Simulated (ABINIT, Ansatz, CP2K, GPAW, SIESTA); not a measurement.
**One structure in several programs: Si (Fd-3m, 2 atoms in the cell)**

Band-structure calculation.

```yaml
crystal:
  lattice:
    - [0.00000, 2.72566, 2.72566]
    - [2.72566, 0.00000, 2.72566]
    - [2.72566, 2.72566, 0.00000]
  atoms:
    - { symbol: Si, position: [0.25000, 0.25000, 0.25000] }
    - { symbol: Si, position: [0.00000, 0.00000, 0.00000] }
```

Shared settings, as Ansatz (a program for electronic structure) writes them: kpoints.mp_grid.grid = 8 8 8; scf.occupations.method = fermi_dirac; scf.occupations.width = 0.02 eV. Potentials and cutoffs stand in the table.

```csv
code,model,gap along the path (eV),smallest direct gap (eV),cutoff
ABINIT,"PBE, norm-conserving pseudopotentials (PseudoDojo nc-sr-05 PBE standard)",0.59,2.55,18 Ha
GPAW,"PBE, GPAW PAW datasets PBE (gpaw-data 1.0.1)",0.60,2.55,550 eV
SIESTA,"GGA PBE, numerical atomic orbitals TZP, PseudoDojo PBE standard norm-conserving potentials (rewritten from UPF to PSML)",0.56,2.52,grid 350 Ry
Ansatz,"PBE, default PAW files",0.60,2.56,default
CP2K,"PBE, GPW, DZVP-MOLOPT-SR-GTH basis, GTH-PBE potentials (GTH_POTENTIALS)",0.66,2.61,grid 400 Ry
```

The spread over the programs that give each value: gap along the path within 0.10 eV; smallest direct gap within 0.09 eV.

SIESTA and CP2K use small atom-centred bases, whose incompleteness enters pressures, forces and empty levels differently from a plane-wave cutoff.

The starting cell comes from a database of computed structures (which also holds hypothetical and non-ambient phases and stackings), without a prior relaxation at this level. Its lattice was rescaled by a random factor within 2.5 % of one.

Left out of this page: Quantum ESPRESSO, Elk and FLEUR (not drawn, or without a comparable value).

Keys are those of Ansatz 0.2.
